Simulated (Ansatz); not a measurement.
Input and report of a finite-temperature phonon run in Ansatz (PBEsol). The cell was generated from a structure type, relaxed within its symmetry, and need not be the phase found at ambient conditions. Spin-orbit coupling is not included. The cell is fixed at its relaxed static size. Melting and transitions to other phases are not modelled.

Ansatz 0.2 input:
```yaml
crystal:
  lattice:
    - [3.9514611239, 0.0, 0.0]
    - [0.0, 3.9514611239, 0.0]
    - [0.0, 0.0, 3.9514611239]
  atoms:
    - { symbol: Ag, position: [0.0, 0.0, 0.0] }
    - { symbol: Ta, position: [0.5, 0.5, 0.5] }
    - { symbol: O, position: [0.0, 0.5, 0.5] }
    - { symbol: O, position: [0.5, 0.5, 0.0] }
    - { symbol: O, position: [0.5, 0.0, 0.5] }
kpoints:
  mp_grid: { grid: [6, 6, 6] }
hamiltonian:
  xc: pbesol
  pseudopotentials: { kind: paw }
scf:
  occupations: { method: fixed }
phonons:
  supercell: [2, 2, 2]
  self_consistent:
    temperatures: [300, 1000]
    max_frequency_error: 3.0
    max_frames: 240
checkpoint:
  write: run
output:
  stress: true
```

```
--- Phonons at temperature: the self-consistent harmonic approximation ---
  54 frames of 40 atoms (2×2×2 cells), in populations of 8, 8, 8, 14 at 1000 K and 8, 8 at 300 K: nothing lacks frames
  of 54 their SCF's own steps read whether they stand on a minimum of the electronic energy; no probe, look outside the group or whole filling of a shell is made of a frame, whatever scf.lower_state_search; one on another minimum than the …
  at 300 K
    the largest error of a frequency is 0.95 times what was asked for; the fitted model misses 7.7 % of the forces, every mode counted alike and far frames for less, of frames that it was not fitted to; the frames count as 15.2 of this …
    softest of the free energy's second derivatives: -26.10 ± 27.55 cm⁻¹ at q 0.5000 0.5000 0.0000; ahead of this temperature's last population -24.14
    whether the crystal stands in this phase is undecided by these errors, or by what this temperature's last population moved a wave vector's softest; a smaller max_frequency_error in a new run may decide it
    the ions' mean positions are those at rest
    free energy -19013.616272 ± 0.001976 eV a cell, of which vibrations -0.079712; entropy 145.014 ± 0.136 J/(mol·K) of cells
      by the supercell's own 117 modes alone, which lack the rigid motions: not to be laid beside figures on a mesh. There are none: the force constants hold no dipole–dipole term between the supercell's wave vectors
      the supercell's own free energy is the best Gaussian's, an upper bound on the crystal's: what lies beyond it on the fitted surface stands below, to be added
    pressure -1.1025 ± 0.1238 GPa; at rest -0.0056, so that the ions' motion makes -1.0969
      stress (GPa, positive in compression): xx -1.1025 ± 0.1238, yy -1.1025 ± 0.1238, zz -1.1025 ± 0.1238, yz 0.0000 ± 0.0000, xz 0.0000 ± 0.0000, xy 0.0000 ± 0.0000
      by the supercell's own 117 modes alone, which lack the rigid motions: in the warmth about 1/40 of what the motion makes, which no ± holds; not to be laid beside figures on a mesh
    beyond the Gaussian, in the hollow that it stands in and those that the ions reach from there, by exact statistics on the surface that is fitted to the frames (rings of 10 beads):
      2 configuration(s) of the rings are solved and fitted beside the frames
      free energy -0.048922 ± 0.007290 eV a cell
      leaving out a pair of frames, or group of many, changes the fitted energy by up to 0.25 k_B T, T the rings' temperature (one standard deviation); of these ± those of the frequencies lack the bias that few frames leave, and those of …
      pressure -2.0147 ± 0.1371 GPa; with it, by the rings' own mean, -3.1265 ± 0.1383, so that the ions' motion makes -3.1209: by the supercell's own 117 modes alone, as the Gaussian's
      mean square displacement, over the three axes, of site 3 from 0, O, the most changed: 0.12508 ± 0.00219 Å², of which +0.04728 beyond the Gaussian's
      softest frequency by how far the rings' centres move (above zero always: no sign of whether the crystal stands): 28.94 ± 1.74 cm⁻¹ at q 0.5000 0.5000 0.0000
    frequencies (cm⁻¹; below zero: imaginary; ±: error) of the harmonic crystal, of the Gaussian, of the free energy's second derivatives, each in its own ascending order
      q 0.0000 0.0000 0.0000
           -40.54       79.16 ±  0.70       73.27 ±  1.48
           -40.54       79.16 ±  0.70       73.27 ±  1.48
           -40.54       79.16 ±  0.70       73.27 ±  1.48
            56.34      152.43 ±  2.10      133.92 ±  5.32
            56.34      152.43 ±  2.10      133.92 ±  5.32
            56.34      152.43 ±  2.10      133.92 ±  5.32
           128.32      195.24 ±  2.56      187.04 ±  3.58
           128.32      195.24 ±  2.56      187.04 ±  3.58
           128.32      195.24 ±  2.56      187.04 ±  3.58
           553.14      542.12 ±  2.27      535.22 ±  3.21
           553.14      542.12 ±  2.27      535.22 ±  3.21
           553.14      542.12 ±  2.27      535.22 ±  3.21
      q 0.0000 0.0000 0.5000, and 2 like it
            27.63       52.73 ±  0.50       48.22 ±  1.58
            27.63       52.73 ±  0.50       48.22 ±  1.58
            44.93       66.42 ±  0.51       60.87 ±  1.25
            44.93       66.42 ±  0.51       60.87 ±  1.25
            77.25       91.45 ±  0.53       85.87 ±  1.33
            92.21      171.34 ±  1.54      157.61 ±  3.38
            92.21      171.34 ±  1.54      157.61 ±  3.38
           161.76      201.61 ±  0.90      192.84 ±  2.00
           196.19      219.51 ±  1.92      208.29 ±  3.44
           267.43      285.25 ±  0.83      272.02 ±  2.45
           267.43      285.25 ±  0.83      272.02 ±  2.45
           375.44      388.17 ±  1.02      377.62 ±  5.53
           542.12      530.45 ±  2.20      520.65 ±  3.32
           542.12      530.45 ±  2.20      520.65 ±  3.32
           861.59      822.10 ±  5.53      787.57 ± 10.25
      q 0.0000 0.5000 0.5000, and 2 like it
          -157.32       46.18 ±  2.83      -26.10 ± 27.55
            26.57       58.44 ±  1.10       55.61 ±  1.53
            44.63       65.02 ±  0.61       58.75 ±  1.46
            44.63       65.02 ±  0.61       58.75 ±  1.46
            46.43       67.63 ±  0.68       61.14 ±  1.56
           190.65      205.11 ±  0.86      195.39 ±  2.13
           190.65      205.11 ±  0.86      195.39 ±  2.13
           264.10      278.83 ±  1.12      271.41 ±  2.09
           264.10      278.83 ±  1.12      271.41 ±  2.09
           298.97      308.94 ±  1.29      293.92 ±  3.67
           298.97      308.94 ±  1.29      293.92 ±  3.67
           396.48      400.51 ±  3.20      385.02 ±  6.16
           528.27      513.32 ±  2.32      500.43 ±  3.97
           627.04      613.05 ±  3.30      582.88 ±  7.35
           918.63      877.82 ±  3.32      848.43 ±  6.88
      q 0.5000 0.5000 0.5000
          -153.14       41.88 ±  2.27        6.94 ± 25.40
          -153.14       41.88 ±  2.27        6.94 ± 25.40
```

Cost: about 3 core-hours (a rough figure).

Ansatz is a quantum-chemistry and plane-wave program.
